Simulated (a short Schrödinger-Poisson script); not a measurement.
Stack: gated Al0.4Ga0.6As/GaAs δ-doped gas, at 300 K.

| layer | material | thickness (nm) | Na (cm⁻³) |
|---|---|---|---|
| 1 | Al0.4Ga0.6As | 20 | - |
| 2 | Al0.4Ga0.6As | 20 | - |
| 3 | GaAs | 6000 | 2e14 |

Constants are typed, rounded textbook-type inputs, not results; the design itself was drawn at random and stands for no fabricated device. Al0.4Ga0.6As: permittivity 11.76, conduction-band edge (eV) 0.316, gap (eV) 1.923, electron mass (mₑ) 0.1002, Nv at 300 K (cm⁻³) 9e18. GaAs: permittivity 12.9, conduction-band edge (eV) 0, gap (eV) 1.424, Nv at 300 K (cm⁻³) 9e18.

Channel valleys (confinement mass, in-plane density-of-states mass, number): Γ 0.067, 0.067, 1. At the gate the conduction-band edge of layer 1 lies 1.07 eV − eVg above the Fermi level of the channel; the field vanishes at the back. Sheet of ionised δ-doping: +1.8e12 e/cm² at 20 nm from the gate. The barrier under the gate holds no holes. Gaps are held at their typed values at every temperature. Mesh 0.08 nm at interfaces.

Solved with a short Schrödinger-Poisson script written for these runs: 1D Poisson equation in equilibrium, electrons quantum, Hartree (BenDaniel-Duke, 40 states a valley, the channel's in-plane mass for all, wave functions free to enter the barrier), parabolic valleys, classical holes, full ionisation, no traps, pinning or gate leakage.

Problem. List the lowest subbands of each valley and their electrons at Vg = 0.5 V.

Solution. 
| valley | subband | energy from the Fermi level (meV) | electrons (cm⁻²) | share (%) |
|---|---|---|---|---|
| Γ | 0 | 26.9 | 2.19e11 | 55.3 |
| Γ | 1 | 57.8 | 7.35e10 | 18.6 |
| Γ | 2 | 77.4 | 3.54e10 | 8.9 |

All electrons: 3.96e11 cm⁻².
